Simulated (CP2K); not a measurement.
Input and output of a self-consistent single point for ZnS (F-43m, 2 atoms in the cell) (CP2K).

Level of theory: r2SCAN, GPW, DZVP-MOLOPT-SR-GTH basis, GTH-PBE potentials (GTH_POTENTIALS) in CP2K 2026.2.

```
CELL_PARAMETERS angstrom
      3.76945     0.00000     0.00000
      1.88472     3.26444     0.00000
      1.88472     1.08814     3.07774
ATOMIC_POSITIONS crystal
  Zn 0.00000 0.00000 0.00000
  S  0.25000 0.25000 0.25000
```

Reference input (self-consistent single point, DFT PBE, GPW, DZVP-MOLOPT-SR-GTH basis, GTH-PBE potentials (GTH_POTENTIALS)): CUTOFF = 600 Ry; REL_CUTOFF = 60 Ry; SMEAR/METHOD = FERMI_DIRAC; ELECTRONIC_TEMPERATURE = 116.05 K; KPOINTS/SCHEME = MONKHORST-PACK 6 6 6; GAMMA_CENTERED = T; XC_FUNCTIONAL = PBE; Zn/BASIS_SET = DZVP-MOLOPT-SR-GTH-q12; Zn/POTENTIAL = GTH-PBE-q12; S/BASIS_SET = DZVP-MOLOPT-SR-GTH-q6; S/POTENTIAL = GTH-PBE-q6; METHOD = GPW. This run's input differs from it in these lines:

```diff
@@ -16,3 +16,3 @@
     &MGRID
-      CUTOFF 600
+      CUTOFF 800
       REL_CUTOFF 60
@@ -44,3 +44,7 @@
     &XC
-      &XC_FUNCTIONAL PBE
+      &XC_FUNCTIONAL
+        &MGGA_X_R2SCAN
+        &END MGGA_X_R2SCAN
+        &MGGA_C_R2SCAN
+        &END MGGA_C_R2SCAN
       &END XC_FUNCTIONAL
```

Output, abridged:

```
 SCF WAVEFUNCTION OPTIMIZATION

  Step     Update method      Time    Convergence         Total energy    Change
     1 NoMix/Diag. 0.20E+00      -     1.59105041       -70.1135362701 -7.01E+01
     2 Broy./Diag. 0.20E+00      -     0.04342955       -70.3030964370 -1.90E-01
     3 Broy./Diag. 0.20E+00      -     0.06936269       -70.0514853775  2.52E-01
     4 Broy./Diag. 0.20E+00      -     0.03171994       -69.9264377354  1.25E-01
     5 Broy./Diag. 0.20E+00      -     0.01011170       -69.9972401171 -7.08E-02
     6 Broy./Diag. 0.20E+00      -     0.00362295       -70.0610924759 -6.39E-02
   [... 6 lines left out ...]
    13 Broy./Diag. 0.20E+00      -     0.00000232       -70.0133519480  4.48E-04
    14 Broy./Diag. 0.20E+00      -     0.00000578       -70.0133142037  3.77E-05
    15 Broy./Diag. 0.20E+00      -     0.00000196       -70.0132968953  1.73E-05
    16 Broy./Diag. 0.20E+00      -     0.00000014       -70.0133093105 -1.24E-05
  *** SCF run converged in    16 steps ***

  Overlap energy of the core charge distribution:               0.00000000267154
  Self energy of the core charge distribution:               -103.82984772853666
  Core Hamiltonian energy:                                     30.80304162550899
  Hartree energy:                                              13.49724756706955
  Exchange-correlation energy:                                -10.48375077718196
  Electronic entropic energy:                                  -0.00000000000000
  Fermi energy:                                                 0.17358951167601

  Total energy:                                               -70.01330931046854
  Total energy (extrapolated to T->0):                        -70.01330931046854

                     Mulliken Population Analysis

   [... lines left out ...]

 STRESS| Analytical stress tensor [bar]
 STRESS|                        x                   y                   z
 STRESS|      x        1.41423581784E+04  -2.08135789195E-02  -1.47174531942E-02
 STRESS|      y       -2.08135789195E-02   1.41422664496E+04   2.90931972912E-02
 STRESS|      z       -1.47174531942E-02   2.90931972912E-02   1.41422120981E+04
 STRESS| 1/3 Trace                                             1.41422789087E+04
```

The run converged in 16 iterations. Against the reference run the pressure goes from 5.48 to 1.41 GPa and the gap on the mesh goes from 2.272 to 2.464 eV.

The starting cell comes from a database of computed structures (which also holds hypothetical and non-ambient phases and stackings), without a prior relaxation at this level. Its lattice was rescaled by a random factor within 2.5 % of one. Values carry the incompleteness of an atom-centred basis. The potentials were made for another functional than the one used.

Cost on one core of a shared machine: roughly 4 min.
